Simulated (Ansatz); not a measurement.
## Ti, pressure series

Consider Ti in the hcp (Mg type) structure (space group P6_3/mmc, No. 194; a = 2.939 Å, c = 4.650 Å).

Cell and atoms are relaxed at each pressure.

Computed with PBE (Ansatz, a first-principles code; PAW; 420 eV plane waves; no spin-orbit coupling), earlier PAW set.

Two rows of this table had their results exchanged by mistake.

```csv
pressure,volume per atom (Å³),shortest distance (Å),band gap
pressure −2 GPa,17.71,2.896,zero
pressure −1 GPa,14.35,2.705,zero
pressure 3 GPa,16.95,2.855,zero
pressure 7 GPa,16.43,2.826,zero
pressure 15 GPa,15.58,2.777,zero
pressure 30 GPa,17.55,2.887,zero
pressure 50 GPa,13.16,2.634,zero
pressure 75 GPa,12.04,2.570,zero
pressure 100 GPa,11.11,2.450,zero
```

Question: Which two?

Answer: The rows for pressure −1 GPa and pressure 30 GPa: the volume has to fall steadily with pressure, so 17.55 Å³ belongs to pressure −1 GPa and 14.35 Å³ to pressure 30 GPa.

Load acts through the strain it causes; cell and atoms are relaxed under it. Whether these cells are dynamically stable was not tested. No other phases were tried under pressure. All final runs are without spin polarisation.
